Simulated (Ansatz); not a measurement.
This Ansatz (a first-principles code) input is the reference run, MoS₂ in the 2H-MoS2 type structure (space group P6_3/mmc, No. 194; layered, stacked along the Cartesian z axis), computed with r2SCAN+rVV10 (Ansatz, PAW, no spin-orbit coupling):

Ansatz 0.2 input:
```yaml
crystal:
  lattice:
    - [3.1729987804, 0, 0]
    - [-1.5864993902, 2.74789755, 0]
    - [0, 0, 12.436571237]
  atoms:
    - { symbol: Mo, position: [0.3333333333, 0.6666666667, 0.25] }
    - { symbol: Mo, position: [0.6666666667, 0.3333333333, 0.75] }
    - { symbol: S, position: [0.3333333333, 0.6666666667, 0.6249053034] }
    - { symbol: S, position: [0.6666666667, 0.3333333333, 0.1249053034] }
    - { symbol: S, position: [0.6666666667, 0.3333333333, 0.3750946966] }
    - { symbol: S, position: [0.3333333333, 0.6666666667, 0.8750946966] }
basis: { ecutwfc: 500, ecutrho_ratio: 4, xc_grid: 4, fft_grid_basis: typed }
kpoints: { mp_grid: { grid: [12, 12, 3] } }
hamiltonian:
  xc: r2scan
  dispersion: rvv10
  pseudopotentials: { kind: paw }
scf: { occupations: { method: fermi_dirac, width: 0.05 }, convergence: { dr2_threshold: 0.0000000006 } }
output: { forces: true, stress: true }
checkpoint: { write: state.ck, write_every: 1000 }
```

Question: Write the input for this change: biaxial strain +2.00 %, plane normal [001], relaxed out of plane (Cartesian); in-plane vectors clamped, the third vector and the atoms free.

Answer: 
Ansatz 0.2 input:
```yaml
crystal:
  lattice:
    - [3.236458756, 0, 0]
    - [1.618229378, 2.802855501, 0]
    - [0, 0, 12.3122055246]
  atoms:
    - { symbol: Mo, position: [0.3333333333, 0.3333333333, 0.25] }
    - { symbol: Mo, position: [0.6666666667, 0.6666666667, 0.75] }
    - { symbol: S, position: [0.3333333333, 0.3333333333, 0.6249053034] }
    - { symbol: S, position: [0.6666666667, 0.6666666667, 0.1249053034] }
    - { symbol: S, position: [0.6666666667, 0.6666666667, 0.3750946966] }
    - { symbol: S, position: [0.3333333333, 0.3333333333, 0.8750946966] }
basis: { ecutwfc: 500, ecutrho_ratio: 4, xc_grid: 4, fft_grid_basis: typed }
kpoints: { mp_grid: { grid: [12, 12, 3] } }
hamiltonian:
  xc: r2scan
  dispersion: rvv10
  pseudopotentials: { kind: paw }
scf: { occupations: { method: fermi_dirac, width: 0.05 } }
relax: { f_tol: 0.005, max_steps: 50, cell: { stress_tol: 0.01, fix: [a, b, gamma] } }
output: { forces: true, stress: true }
checkpoint: { write: state.ck, write_every: 1000 }
```
This is the input that was run; other choices of cell and start would serve too.

Whether these cells are dynamically stable was not tested.
